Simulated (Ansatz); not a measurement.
Start from PbSe in the rock salt structure (space group Fm-3m, No. 225; a = 6.1780 Å).

Calculations: r2SCAN (Ansatz, a quantum-chemistry and plane-wave program), no SOC.

For the base:

| Quantity | Value |
|---|---|
| Valley order | L along ⟨111⟩ 0.67 eV; a point along ⟨110⟩, about 0.6 Å⁻¹ from Γ 1.46 eV; a point along ⟨100⟩, about 0.4 Å⁻¹ from Γ 2.19 eV |
| Electron mass | 0.19 mₑ along k, 0.14 mₑ across (at L) |

The change: every lattice vector is stretched by 2.00 %; the atoms relax in the strained cell.

Estimate the effect on the valley order.

The valley order (the lowest conduction-band minima on the path, energy above the VBM, named in the base's zone) becomes L along ⟨111⟩ 0.84 eV; a point along ⟨110⟩, about 0.6 Å⁻¹ from Γ 1.58 eV; a point along ⟨100⟩, about 0.4 Å⁻¹ from Γ 2.27 eV (base: L along ⟨111⟩ 0.67 eV; a point along ⟨110⟩, about 0.6 Å⁻¹ from Γ 1.46 eV; a point along ⟨100⟩, about 0.4 Å⁻¹ from Γ 2.19 eV).

How does this affect the electron mass?

The electron mass becomes 0.23 mₑ along k, 0.14 mₑ across (at L) (base: 0.19 mₑ along k, 0.14 mₑ across (at L)).

With Pb present, leaving out spin-orbit coupling can change the band edges. The levels and masses belong to the bands next to the band gap. Masses are band curvatures over ±0.01 Å⁻¹ around the edge. Along k means along the line from Γ to the band edge. No phonon test of stability was made.
